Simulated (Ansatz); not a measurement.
Structures of equal composition on the (111) surface of fcc Pd: a layer of Sc in place of the second plane; a layer of Sc in place of the third plane. The slabs share one bottom face, and each structure is named by its start. These are constructed structures in small cells; real faces may alloy, dewet or reconstruct in larger ones, and not all known structures of the face are among them. Slabs of about 11 Å with all that they carry, Fermi-Dirac smearing of 0.1 eV. Bottom of the slabs: a bare face, its two planes held. Relaxed from the named starts with such symmetry as they have, on meshes of like density; energies extrapolated to zero smearing; no spin-orbit coupling, no U. Spin-polarised runs, if any, are marked in brackets, and their order is one that fits the cell; the others ran without spin.

These are PBE (plane waves to 420 eV, PAW; Ansatz, a program for electronic structure) values and carry that method's errors.

Q: Put the candidates in order of energy per 1x1 cell, lowest first, for PBE.

A: a layer of Sc in place of the second plane (0.000 eV), a layer of Sc in place of the third plane (0.220 eV)
